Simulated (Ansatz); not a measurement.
## Input and output of a self-consistent single point for Sr₂CdPt₂ (Imm2, 5 atoms in the cell) (Ansatz)

Computed with PBEsol, default PAW files made with PBE (plane waves; Ansatz, a quantum-chemistry and plane-wave program).

This input was run:

Ansatz 0.2 input:
```yaml
crystal:
  lattice:
    - [-2.290310, 2.998012, 4.594989]
    - [2.290310, -2.998012, 4.594989]
    - [2.290310, 2.998012, -4.594989]
  atoms:
    - { symbol: Sr, position_ang: [2.290310, 0.000000, 2.802493] }
    - { symbol: Sr, position_ang: [0.000000, 2.998012, 1.842499] }
    - { symbol: Cd, position_ang: [0.000000, 0.000000, 0.000000] }
    - { symbol: Pt, position_ang: [0.000000, 1.355581, 4.594989] }
    - { symbol: Pt, position_ang: [2.290310, 1.642431, -0.000000] }
basis:
  ecutwfc: 420.0
kpoints:
  mp_grid: { grid: [7, 7, 7] }
hamiltonian:
  xc: pbesol
  pseudopotentials: { kind: paw }
scf:
  occupations: { method: gaussian, width: 0.1 }
output:
  forces: true
  eigenvalues: true
  stress: true
```

The program printed (abridged):

```
WARN ansatz: RAYON_NUM_THREADS=1 ignored (pool sized by the plan → 1); use --threads N
Pseudopotentials: kind: paw
Pseudopotential: Sr, paw, valence charge 10
Pseudopotential: Cd, paw, valence charge 20
Pseudopotential: Pt, paw, valence charge 18
Crystal: 5 atoms, lattice volume = 126.204 Å³
Basis set: ecut = 420 eV, 2495 PW (Γ), exchange–correlation on 80×80×80 points (8 copies of the dense FFT grid, shifted against one another)
Bands: 46, of which v1, the nominal top of the filled ones, is band 38 counted from 1 (37 counted from 0)
Symmetry: 4 space group operations
Space group: Imm2 (ITA 44), of the structure as read, at distance tolerance 5.0e-5 Å
k-points: 64 of 343 (time reversal used)
PAW frozen core: Sr, regenerated for the run's functional, and the local potential with it
PAW frozen core: Cd, regenerated for the run's functional, and the local potential with it
PAW frozen core: Pt, regenerated for the run's functional, and the local potential with it
Initial density: superposition of atomic densities (neutral atoms: chi_scale 0, normalization atom), corrected by the library's trained network
Initial wavefunctions: pseudopotential atomic-orbital guess
Eigensolver: davidson
Functional: x = pbesol(κ = 0.804, μ = 0.12345679012345678), c = pbesol(β = 0.046)
SCF iter   1: F=—  HF=-39939.613221 eV  |F-HF|=—  |Δ(HF+E_count)|=         —  Δρ=4.35e-3  dr2=2.61e-2  ethr=1.77e-3  ⟨swp⟩=9.5  Hψ=13764  notcnv=0
all-band conjugate gradients solve this SCF's bands
preconditioner: auto → Kerker (q_TF=auto, 2.507 Å⁻¹)
SCF iter   2: F=—  HF=-39939.612342 eV  |F-HF|=—  |Δ(HF+E_count)|=   8.79e-4  Δρ=1.85e-3  dr2=6.34e-3  ethr=3.43e-5  ⟨swp⟩=2.6  Hψ=5579  notcnv=0
SCF iter   3: F=—  HF=-39939.611331 eV  |F-HF|=—  |Δ(HF+E_count)|=   1.01e-3  Δρ=8.28e-4  dr2=1.32e-3  ethr=8.34e-6  ⟨swp⟩=2.0  Hψ=3828  notcnv=0
SCF iter   4: F=—  HF=-39939.611247 eV  |F-HF|=—  |Δ(HF+E_count)|=   8.40e-5  Δρ=6.02e-4  dr2=7.89e-4  ethr=1.74e-6  ⟨swp⟩=2.0  Hψ=4545  notcnv=0
SCF iter   5: F=—  HF=-39939.611119 eV  |F-HF|=—  |Δ(HF+E_count)|=   1.28e-4  Δρ=2.01e-4  dr2=1.14e-4  ethr=1.04e-6  ⟨swp⟩=2.4  Hψ=4122  notcnv=0
SCF iter   6: F=—  HF=-39939.611097 eV  |F-HF|=—  |Δ(HF+E_count)|=   2.23e-5  Δρ=6.00e-5  dr2=7.44e-6  ethr=1.50e-7  ⟨swp⟩=2.0  Hψ=3631  notcnv=0
SCF iter   7: F=—  HF=-39939.611098 eV  |F-HF|=—  |Δ(HF+E_count)|=   8.08e-7  Δρ=1.48e-5  dr2=4.55e-7  ethr=9.79e-9  ⟨swp⟩=2.0  Hψ=3954  notcnv=0
SCF iter   8: F=-39939.611098 eV  HF=-39939.611098 eV  |F-HF|=4.71e-9  |Δ(HF+E_count)|=   7.23e-8  Δρ=3.69e-6  dr2=1.80e-8  ethr=1.32e-10  ⟨swp⟩=10.4  Hψ=14273  notcnv=0
SCF 1 converged in 8 iterations: F = -39939.611098 eV  dr2 = 1.80e-8
SCF converged after 8 iterations
Free energy (F): -39939.611098 eV
Harris-Foulkes:  -39939.611098 eV  (|F-HF|=4.71e-9)
Internal energy: -39939.600734 eV  (E = F + TS)
E sigma→0 (E₀):  -39939.605916 eV
Entropy (-TS):   -0.010364 eV (-2.073 meV/atom)
Fermi energy:    12.282530 eV
--- Per-component energies (eV) ---
  E_band       = -1172.424123
  E_kinetic    = 2273.532947
  E_local      = -9897.236607  (includes V_loc(G=0)·N_el)
  E_nonlocal   = 849.687364
  E_hartree    = 3978.500760
  E_xc         = -1039.672642
  E_vxc        = -1149.102165  (∫ρ·V_xc dr)
  E_paw        = -27935.518396  (= ΣΔE_a)
  E_vpaw       = -1206.303195  (= ΣTr[D̂ρ^β])
  E_aug_tail   = 0.000375  (compensation charges beyond the density's cutoff)
  E_ewald      = -8170.079152
  E_core_change = 1.184617  (= ΣΔE_core)
  E_smearing   = -0.010364  (= −TS)
  E_closure    = 0.000000  (closes the sum)
  Σ components = -39939.611098   (vs F -39939.611098, Δ=0.00e0)
--- Forces (eV/Å), atoms counted from 1 ---
  atom   1  Sr     0.00000000    -0.00000000    -0.20171859
  atom   2  Sr     0.00000000     0.00000000     0.06205557
  atom   3  Cd     0.00000000     0.00000000     0.03848063
  atom   4  Pt     0.00000000     0.08892407     0.05059409
  atom   5  Pt     0.00000000    -0.08892407     0.05059409
  max |Σ_I F_I| component: 5.80e-6 eV/Å
--- Stress (GPa, compression-positive) ---
       -3.217881      -0.000000       0.000000
       -0.000000      -3.133936      -0.000000
        0.000000      -0.000000      -2.242199
  P = ⅓ Tr σ = -2.8647 GPa (-28.647 kbar)
  The stress holds the Pulay correction. Without it, at fixed plane waves, as pw.x and ABINIT print it: P = -2.8864 GPa
--- Band table (eV; the first three rows and the last of 64) ---
  k-point 0: bands = ["-90.1703", "-85.5498", "-85.5417", "-51.3216", "-51.2396", "-51.1857", "-39.8631", "-39.7391", "-39.7231", "-39.7078", "-39.6918", "-39.6879", "-22.8436", "-22.7862", "-5.1170", "-5.0077", "-4.9549", "-4.8409", "-4.8227", [...]
  k-point 1: bands = ["-90.1703", "-85.5497", "-85.5418", "-51.3215", "-51.2396", "-51.1856", "-39.8601", "-39.7390", "-39.7232", "-39.7075", "-39.6926", "-39.6904", "-22.8399", "-22.7889", "-5.0947", "-5.0173", "-4.9478", "-4.8852", "-4.8309", [...]
  k-point 2: bands = ["-90.1703", "-85.5495", "-85.5419", "-51.3216", "-51.2396", "-51.1856", "-39.8531", "-39.7387", "-39.7239", "-39.7070", "-39.6985", "-39.6921", "-22.8318", "-22.7948", "-5.0788", "-5.0572", "-4.9815", "-4.8917", "-4.8328", [...]
  k-point 63: bands = ["-90.1703", "-85.5498", "-85.5417", "-51.3216", "-51.2396", "-51.1857", "-39.8631", "-39.7392", "-39.7231", "-39.7079", "-39.6918", "-39.6879", "-22.8237", "-22.8033", "-5.1489", "-5.0728", "-4.9752", "-4.8223", "-4.8165", [...]
```

The run converged in 8 iterations.

The starting cell comes from a database of computed structures (which also holds hypothetical and non-ambient phases and stackings), without a prior relaxation at this level. Its lattice was rescaled by up to half a per cent. One atom was moved a little off its site on purpose. Spin-orbit coupling is off. Spin polarisation is off. Ansatz's pressure includes its estimate of the finite-basis (Pulay) stress.

Cost on one core of a shared machine: roughly 40 s.
